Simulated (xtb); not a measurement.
xtb 6.7.1, GFN1-xTB: F[SiH2][SiH2][SiH2]F, 11 atoms. The geometry is a generated start, not checked to be a minimum at this level.

```json
{
 "method": "GFN1-xTB",
 "--acc": "1 (default)",
 "--etemp (K)": "300 (default)",
 "detailed input (--input)": "none: ANC optimiser, Lindh (1995) Hessian, microcycle=20, maxdispl=1.0, hlow=0.01 (default)",
 "basis_functions": "50",
 "valence_electrons": "32"
}
```

```xyz
11

Si     1.6113     0.7799    -0.7594
F      3.1194     0.2048    -0.8707
Si     0.2580    -0.8589     0.1606
Si    -1.8605    -0.1470     0.7369
F     -2.4915     0.5173    -0.6025
H      1.3259     1.1776    -2.1327
H      1.7961     1.9715     0.0659
H      0.8786    -1.4300     1.3712
H      0.1667    -2.0144    -0.7515
H     -1.9480     0.9532     1.6934
H     -2.8561    -1.1539     1.0887
```

The structure is relaxed from this start with --opt LEVEL for the levels crude, sloppy, loose, lax, normal, tight, vtight, extreme, once each. Up to the end of the extreme run atoms move by at most 0.24 Å along an axis.

Question: Which level is enough to come within 1 meV of the tightest end point?

Answer: normal: 14 cycles against 33, ending 0.41 meV above.

| level | cycles | energy above the extreme run (meV) | gradient norm (eV/Å) |
|---|---|---|---|
| crude | 4 | 5.3 | 0.24 |
| sloppy | 5 | 3.5 | 0.11 |
| loose | 6 | 2.9 | 0.13 |
| lax | 7 | 2.4 | 0.076 |
| normal | 14 | 0.41 | 0.017 |
| tight | 18 | 0.25 | 0.0089 |
| vtight | 30 | under 0.01 | 0.0076 |
| extreme | 33 | — | 0.0017 |
